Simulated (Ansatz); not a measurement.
Ansatz (a first-principles code) run on ZnS (P6_3mc, 4 atoms in the cell): self-consistent single point.

Method: PBE (plane waves, PAW; Ansatz).

The change in words: lattice scaled by 0.98. Reference geometry:
```xyz
4
Lattice="3.8058 0.0000 0.0000 -1.9029 3.2959 0.0000 0.0000 0.0000 6.2380" Properties=species:S:1:pos:R:3 pbc="T T T"
Zn     0.0000     2.1973     0.0009
Zn     1.9029     1.0986     3.1199
S      0.0000     2.1973     2.3384
S      1.9029     1.0986     5.4574
```

Reference input (self-consistent single point, DFT, PBE, plane waves, default PAW files): basis.ecutwfc = 420 eV; kpoints.mp_grid.grid = 8 8 5; hamiltonian.xc = pbe; hamiltonian.pseudopotentials = {kind: paw} (the program's default PAW files); scf.occupations.method = fermi_dirac; scf.occupations.width = 0.05 eV. This run's input differs from it in these lines:

```diff
@@ -2,5 +2,5 @@
   lattice:
-    - [3.805800, 0.000000, 0.000000]
-    - [-1.902900, 3.295919, 0.000000]
-    - [0.000000, 0.000000, 6.237980]
+    - [3.729684, 0.000000, 0.000000]
+    - [-1.864842, 3.230001, 0.000000]
+    - [0.000000, 0.000000, 6.113220]
   atoms:
```

Output, abridged:

```
SCF iter   1: F=—  HF=-8445.298225 eV  |F-HF|=—  |Δ(HF+E_count)|=         —  Δρ=5.15e-4  dr2=1.29e-4  ethr=1.77e-3  ⟨swp⟩=5.9  Hψ=3192  notcnv=0
all-band conjugate gradients solve this SCF's bands
preconditioner: auto → Resta (q_TF=auto, 2.421 Å⁻¹)
SCF iter   2: F=—  HF=-8445.298156 eV  |F-HF|=—  |Δ(HF+E_count)|=   6.89e-5  Δρ=4.37e-4  dr2=1.02e-4  ethr=3.57e-7  ⟨swp⟩=2.6  Hψ=1547  notcnv=0
SCF iter   3: F=—  HF=-8445.298264 eV  |F-HF|=—  |Δ(HF+E_count)|=   1.08e-4  Δρ=1.19e-4  dr2=8.36e-6  ethr=2.82e-7  ⟨swp⟩=2.0  Hψ=1147  notcnv=0
SCF iter   4: F=—  HF=-8445.298273 eV  |F-HF|=—  |Δ(HF+E_count)|=   9.57e-6  Δρ=8.19e-5  dr2=5.18e-6  ethr=2.32e-8  ⟨swp⟩=2.0  Hψ=1200  notcnv=0
SCF iter   5: F=—  HF=-8445.298272 eV  |F-HF|=—  |Δ(HF+E_count)|=   1.24e-6  Δρ=3.75e-5  dr2=8.81e-7  ethr=1.44e-8  ⟨swp⟩=2.0  Hψ=1140  notcnv=0
SCF iter   6: F=-8445.298273 eV  HF=-8445.298273 eV  |F-HF|=5.43e-8  |Δ(HF+E_count)|=   5.93e-7  Δρ=1.12e-5  dr2=7.90e-8  ethr=2.78e-10  ⟨swp⟩=3.0  Hψ=2851  notcnv=0
SCF 1 converged in 6 iterations: F = -8445.298273 eV  dr2 = 7.90e-8
Free energy (F): -8445.298273 eV
Internal energy: -8445.298273 eV  (E = F + TS)
E sigma→0 (E₀):  -8445.298273 eV
Fermi energy:    8.015533 eV
--- Forces (eV/Å), atoms counted from 1 ---
  atom   1  Zn     0.00000000     0.00000000     0.02614736
  atom   2  Zn     0.00000000    -0.00000000     0.02614736
  atom   3  S      0.00000000     0.00000000    -0.02616556
  atom   4  S      0.00000000    -0.00000000    -0.02616556
--- Stress (GPa, compression-positive) ---
        7.749668      -0.000000       0.000000
        0.000000       7.749668       0.000000
        0.000000       0.000000       7.907165
  P = ⅓ Tr σ = 7.8022 GPa (78.022 kbar)
  The stress holds the Pulay correction. Without it, at fixed plane waves, as pw.x and ABINIT print it: P = 7.7220 GPa
```

The run converged in 6 iterations. Against the reference run the free energy rises by 35.3 meV/atom, the pressure goes from 2.33 to 7.80 GPa, the largest force goes from 0.011 to 0.026 eV/Å and the gap on the mesh goes from 2.221 to 2.498 eV.

The starting cell comes from a database of computed structures (which also holds hypothetical and non-ambient phases and stackings), without a prior relaxation at this level. For this run, on top of that: lattice scaled by 0.98. With a pressure of about 8 GPa the cell is away from its equilibrium volume at this level. Ansatz's pressure includes its estimate of the finite-basis (Pulay) stress.

Keys are those of Ansatz 0.2.
